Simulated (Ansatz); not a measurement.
# Effect of W → Mo on WSi2

Base system: WSi₂ (space group I4/mmm, No. 139; a = 3.229 Å, c = 7.868 Å).

It is then changed as follows: every W is replaced by Mo, then cell and atoms are relaxed.

All numbers come from Ansatz (a quantum-chemistry and plane-wave program) PBE, no SOC, earlier PAW set. Γ-centred 20×20×20 mesh, Fermi–Dirac width 0.05 eV.

```csv
quantity,base,changed,shift
volume per atom,13.68 Å³,13.58 Å³,-0.10 Å³
density,9.71 g/cm³,6.20 g/cm³,-3.51 g/cm³
lattice parameter a,3.229 Å,3.217 Å,-0.012 Å
c/a ratio,2.436,2.447,+0.011
space group,I4/mmm (No. 139),I4/mmm (No. 139),–
shortest interatomic distance,2.603 Å,2.596 Å,-0.007 Å
band gap,zero,zero,–
```

Stability against distortions was not tested. The final runs are not spin-polarised.
